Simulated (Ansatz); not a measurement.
# Effect of S vacancy on TiS2

Take a 27-atom supercell of TiS$_{2}$ in the CdI2 type structure (space group P-3m1, No. 164; a = 3.2979 Å, c = 5.3399 Å; layered, stacked along the Cartesian z axis) at its relaxed geometry as the base.

One thing is altered: a neutral S vacancy, atoms relaxed at fixed cell, starting from a slightly rattled geometry.

Calculations: PBEsol-D3(BJ) (Ansatz, a quantum-chemistry and plane-wave program; PAW; 420 eV plane waves; scalar-relativistic without spin-orbit coupling), earlier PAW set. k-mesh 6×4×4 (Γ-centred); smearing 0.05 eV (Fermi–Dirac).

```yaml
largest_displacement_of_a_host_atom_from_its_site_in_the_perfect_cell: 0.29 Å
mean_distance_from_the_defect_site_to_its_nearest_host_atoms: 2.65 Å (base 2.38 Å)
```

Cost of the whole job for the changed cell (relaxation, final SCF and bands): around 50 core-minutes (rough).

The cell is small, so the values are those of an ordered compound at a high defect concentration; dilute-limit values will differ. The final runs are not spin-polarised. The defect cell is not spin-polarised.
